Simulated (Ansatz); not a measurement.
```yaml
crystal:
  lattice:
    - [0.00000, 2.52504, 2.52504]
    - [2.52504, 0.00000, 2.52504]
    - [2.52504, 2.52504, 0.00000]
  atoms:
    - { symbol: Li, position: [0.00000, 0.00000, 0.00000] }
    - { symbol: Cl, position: [0.50000, 0.50000, 0.50000] }
```

No spin polarisation.

Level of theory: PBEsol (Ansatz, a first-principles code, PAW, scalar-relativistic without spin-orbit coupling). Γ-centred 11×11×11 mesh, Fermi–Dirac width 0.05 eV.

Q: What gap character does the calculation give?

A: Direct at Γ.

Q: Predict the electron mass.

A: 0.46 mₑ (at Γ).

Q: Estimate the band gap.

A: 6.40 eV.

Load acts through the strain it causes; cell and atoms are relaxed under it. Masses are band curvatures over ±0.01 Å⁻¹ around the edge. No phonon test of stability was made. The cell was made from LiCl in the rock salt structure (space group Fm-3m, No. 225) by this change: pressure 0.3 GPa.
